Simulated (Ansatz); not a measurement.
Input:

```xyz
2
Lattice="0.0000 2.8165 2.8165 2.8165 0.0000 2.8165 2.8165 2.8165 0.0000" Properties=species:S:1:pos:R:3 pbc="T T T"
Ca     0.0000     0.0000     0.0000
S      2.8165     2.8165     2.8165
```

No spin polarisation.

Computed with PBEsol (Ansatz, a quantum-chemistry and plane-wave program, PAW, spin-orbit coupling left out). Γ-centred 10×10×10 mesh, Fermi–Dirac width 0.05 eV.

Q: Estimate the band gap.

A: 2.16 eV.

Q: What is the computed space group?

A: Fm-3m (No. 225).

Q: What is the computed hole mass (degenerate bands, along [100])?

A: 0.22, 1.1, 1.1 mₑ (at Γ).

Masses are band curvatures over ±0.01 Å⁻¹ around the edge. Stability against distortions was not tested. The cell was made from CaO by this change: O → S.
